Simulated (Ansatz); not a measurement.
Structures of equal composition on the (100) surface of fcc Cu: a layer of Al in place of the second plane; a layer of Al in place of the third plane. The slabs share one bottom face, and each structure is named by its start. These are constructed structures in small cells; real faces may alloy, dewet or reconstruct in larger ones, and not all known structures of the face are among them. Slabs of about 9 Å with all that they carry, Fermi-Dirac smearing of 0.1 eV. Bottom of the slabs: a bare face, its two planes held. Relaxed from the named starts with such symmetry as they have, on meshes of like density; energies extrapolated to zero smearing; no spin-orbit coupling, no U. Spin-polarised runs, if any, are marked in brackets, and their order is one that fits the cell; the others ran without spin.

These are PBE (plane waves to 420 eV, PAW; Ansatz, a program for electronic structure) values and carry that method's errors.

Q: Rank these by energy per 1x1 cell (lowest first), as PBE gives it.

A: a layer of Al in place of the second plane (0.000 eV), a layer of Al in place of the third plane (0.066 eV)
